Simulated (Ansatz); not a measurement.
Start from Al in the fcc (Cu type) structure (space group Fm-3m, No. 225; a = 3.994 Å; relaxed with 0.1 eV smearing). Axes: x, y, z lie along the cube axes.

Level of theory: r2SCAN, PAW, 500 eV (Ansatz, a program for electronic structure; no spin-orbit coupling).

For the base:

- Pressure = 0.0 GPa
- Shortest interatomic distance = 2.824 Å

Perturbation: tensile biaxial strain of 0.42 % in the plane normal to [111], as in epitaxy on a mismatched substrate; the out-of-plane cell vector and the atoms relax.

Predict the new out-of-plane strain, pressure and shortest interatomic distance.

The out-of-plane strain comes out as -0.37 %; the pressure (mean of the normal stresses, compression positive) goes from zero to -0.4 GPa; the shortest interatomic distance drops by 0.003 Å (2.824 Å → 2.821 Å).

No phonon test of stability was made.
